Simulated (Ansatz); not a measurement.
## YSb (Fm-3m): resistivity and electron-phonon coupling

Data:

```xyz
2
Lattice="0.0000 3.0588 3.0588 3.0588 0.0000 3.0588 3.0588 3.0588 0.0000" Properties=species:S:1:pos:R:3 pbc="T T T"
Y      3.0588     3.0588     3.0588
Sb     0.0000     0.0000     0.0000
```

Computed with PBEsol, DFPT electron-phonon coupling, linearised Boltzmann equation (plane waves, PAW, scalar-relativistic; Ansatz, an electronic-structure program). Geometry: relaxed with this functional, without spin-orbit coupling.

```
Quantity                                                                                    Result
----------------------------------------------------------------------------------  --------------
resistivity at 300 K                                                                    18.4 μΩ·cm
resistivity at 77 K                                                                      2.6 μΩ·cm
electron mean free path at 300 K (weighted by the current that each state carries)           29 nm
Hall coefficient at 300 K                                                           62 ×10⁻¹¹ m³/C
```

A metal at this level (no band gap). Only scattering by harmonic phonons is included (no impurities, grain boundaries, electron-electron scattering or thermal expansion). Spin-orbit coupling is left out. Halving the electron mesh (24x24x24) moves the resistivity by up to 9 % at 300 K, the mean free path by up to 9 %. Smearing 0.20 eV; phonons on a 4x4x4 q mesh, which this run doesn't test and which matters most at low temperature.

Formula and space group known from diffraction (Crystallography Open Database), not checked to be the room-temperature form: YSb (Fm-3m).
